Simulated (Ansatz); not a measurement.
Consider BeSe in the zinc blende structure (space group F-43m, No. 216; a = 5.1289 Å). Axes: x, y, z lie along the cube axes.

Modification: uniaxial strain ε_zz = −1.00 %, all other strain components held at zero; the atoms relax in the strained cell.

The values are results of plane-wave PAW DFT at the PBEsol level (Ansatz, an electronic-structure program, 420 eV), no spin-orbit coupling, not measurements.

### Question
Give the band edges at the high-symmetry points of the new zone, measured from its valence-band maximum.

### Answer
```
point  valence edge (eV)  conduction edge (eV)
-----  -----------------  --------------------
Γ                   0.00                  4.32
X                  -2.74                  2.43
P                  -3.46                  6.08
N                  -1.10                  4.29
M                  -2.83                  2.36
S                  -2.39                  3.50
S₀                 -2.39                  3.50
R                  -3.46                  5.94
G                  -3.46                  5.94
```

The gap is 2.36 eV, indirect, Γ → M.

Whether these cells are dynamically stable was not tested. k-point labels follow each cell's own Brillouin zone.
